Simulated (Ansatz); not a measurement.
# Ti2GeC, element substitutions

The parent structure is Ti2GeC (space group P6_3/mmc, No. 194; a = 3.053 Å, c = 12.887 Å; a cell from a computed database, its experimental status unchecked).

Each row replaces one element on all its sites; cell and atoms are relaxed.

Method: DFT with PBEsol, PAW potentials and a 420 eV plane-wave cutoff in Ansatz (a quantum-chemistry and plane-wave program), scalar-relativistic without spin-orbit coupling.

```json
[
 {"variant": "base", "shortest interatomic distance": "3.976 bohr", "c/a ratio": "4.221"},
 {"variant": "Ge → Ga", "shortest interatomic distance": "3.954 bohr", "c/a ratio": "4.366"},
 {"variant": "C → Pb", "shortest interatomic distance": "4.813 bohr", "c/a ratio": "4.241"},
 {"variant": "C → Sn", "shortest interatomic distance": "[?]", "c/a ratio": "[?]"}
]
```

### Question
Complete the table.

### Answer

- C → Sn, shortest interatomic distance: 4.829 bohr
- C → Sn, c/a ratio: 4.291

Whether these cells are dynamically stable was not tested. As relaxed here, Ti2PbGe and Ti2SnGe are hypothetical phases, not in the database extracts checked. For Ti2GaC in this form, whether it has been made was not checked. The final runs are not spin-polarised.
